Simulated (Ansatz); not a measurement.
## Quick settings and what they miss: HfAu9 (C2/m, 10 atoms in the cell)

Self-consistent single point.

```yaml
crystal:
  lattice:
    - [4.70061, -2.07244, 0.00000]
    - [4.70061, 2.07244, 0.00000]
    - [-0.34279, 0.00000, 9.53736]
  atoms:
    - { symbol: Hf, position: [0.50000, 0.50000, 0.50000] }
    - { symbol: Au, position: [0.00000, 0.00000, 0.00000] }
    - { symbol: Au, position: [0.29834, 0.29834, 0.90132] }
    - { symbol: Au, position: [0.70166, 0.70166, 0.09868] }
    - { symbol: Au, position: [0.79723, 0.79723, 0.40305] }
    - { symbol: Au, position: [0.20277, 0.20277, 0.59695] }
    - { symbol: Au, position: [0.60007, 0.60007, 0.79729] }
    - { symbol: Au, position: [0.39993, 0.39993, 0.20271] }
    - { symbol: Au, position: [0.09167, 0.09167, 0.30228] }
    - { symbol: Au, position: [0.90833, 0.90833, 0.69772] }
```

Level of theory: PBEsol, PAW files made with PBE (plane waves; Ansatz, an electronic-structure program).

Base settings: basis.ecutwfc = 420 eV; kpoints.mp_grid.grid = 5 5 2; hamiltonian.xc = pbesol; hamiltonian.pseudopotentials = {kind: paw} (the program's default PAW files); scf.occupations.method = cold; scf.occupations.width = 0.1 eV.

Tight run (finer mesh or higher cutoff; not a proven limit): basis.ecutwfc: 420 eV → 590 eV; kpoints.mp_grid.grid: 5 5 2 → 7 7 3; scf.convergence.dr2_threshold: default (1e-07 eV) → 1e-09 eV. It gave Fermi level (on the code's own zero) 18.83 eV; pressure -10.43 GPa; largest force (vector length) 0.089 eV/Å.

Quick runs, as changes from the base:
- A: the base itself
- B: basis.ecutwfc: 420 eV → 210 eV; kpoints.mp_grid.grid: 5 5 2 → 2 2 2
- C: basis.ecutwfc: 420 eV → 250 eV; kpoints.mp_grid.grid: 5 5 2 → 1 1 1; hamiltonian.xc: pbesol → lda; scf.occupations.width: 0.1 eV → 0.2 eV [LDA (PW92)]
- D: basis.ecutwfc: 420 eV → 210 eV; kpoints.mp_grid.grid: 5 5 2 → 4 4 4

Energies are extrapolated to zero smearing width, which holds to low order in the width alone.

Dashes: energy of C, another energy zero.

† marks runs with another functional, U, potentials or spin treatment: their distance from the tight run is not a convergence error alone.

The count of work is k-points × plane waves × bands × iterations; it is no time. 

Pressures in the table are Ansatz's without its Pulay estimate, at a fixed set of plane waves; the tight run's value above holds the estimate.

The starting cell comes from a database of computed structures (which also holds hypothetical and non-ambient phases and stackings), without a prior relaxation at this level. Its lattice was rescaled by a random factor within 2.5 % of one. In the base run, with a pressure of about -11 GPa the cell is away from its equilibrium volume at this level.

```tsv
run	energy less tight (meV/atom)	pressure less tight (GPa)	largest miss in a force vector (eV/Å)	count of work / tight
A	1.6	-0.15	0.057	0.21
B	5422.1	-251.05	0.330	0.023
C†	–	-61.74	1.159	0.0046
D	5483.8	-251.33	0.320	0.092
```

Among the runs at the tight run's level, the energy misses run from 1.6 to 5483.8 meV/atom.

Left out of this page: 2 runs of the series outside the window shown, repeating another row's setting, or not comparable.

Keys are those of Ansatz 0.2.
